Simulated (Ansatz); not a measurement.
Cost and result by functional for the adsorption energy of CO on the 1x1 (111) surface of fcc Ag, one in a 2x2 cell, started at the site 'bridge Ag-Ag (span 2.9 Å)', in Ansatz (plane waves, PAW). Single points on the PBE structure, on one kind of machine; costs are rough ratios of the slab run's core time (references not counted) to the cheapest single point. r2SCAN's cost holds its higher cutoff (500 against 420 eV). Differences are taken against r2SCAN for comparison alone: no measured value is at hand, so the table doesn't rank accuracy.

Set-up: 18 atoms, 7.1 Å thick at the start under the adsorbate (thin: gaps and levels are the slab's own); mesh 6x6x1; 0.1 eV smearing; dipole correction on; 8 atoms held, the rest relaxed; symmetry of the start imposed; no spin, no spin-orbit, no U, no dispersion correction. At the end it is bonded to 2 Ag. In PBE it is, or lies within 0.03 eV of, the lowest of the starts that converged. These notes are the PBE run's. Adsorption energies are against CO(g). A negative adsorption energy means that the adsorbate is more stable on the surface than in its reference.

```tsv
functional	relative cost	adsorption energy (eV)	less r2SCAN (eV)
RPBE	1	0.27	0.38
r2SCAN	2	-0.11	0.00
PBE (the relaxed run's value)	–	-0.05	0.06
```

The values span 0.38 eV, while the single points' costs differ by a factor of roughly 2. Differences are of unrounded values.

Ansatz is a program for electronic structure.
